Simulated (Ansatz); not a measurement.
```
CELL_PARAMETERS angstrom
     -2.57898     2.57898     5.16190
      2.57898    -2.57898     5.16190
      2.57898     2.57898    -5.16190
ATOMIC_POSITIONS crystal
  Cu 0.00000 0.00000 0.00000
  Cu 0.75000 0.25000 0.50000
  Zn 0.25000 0.75000 0.50000
  Sn 0.50000 0.50000 0.00000
  S  0.36888 0.90212 0.00892
  S  0.09788 0.10680 0.46676
  S  0.89320 0.35996 0.99108
  S  0.64004 0.63112 0.53324
```

No spin polarisation.

Calculations: LDA in Ansatz (plane waves to 420 eV, PAW, scalar-relativistic without spin-orbit coupling). Settings: 9×9×9 k-points, 0.05 eV Fermi–Dirac smearing.

Problem. Predict the width of the top valence band, gap character and pressure.

Solution. The width of the top valence band is 1.31 eV. The gap character comes out as direct at Γ and the pressure (mean of the normal stresses, compression positive) is 10.01 GPa.

The cells carry an imposed strain or load. No phonon test of stability was made. The final runs are not spin-polarised. The cell was made from ZnCu$_{2}$SnS$_{4}$ (space group I-4, No. 82) by this change: isotropic strain −3.00 %.

Ansatz is an electronic-structure program.
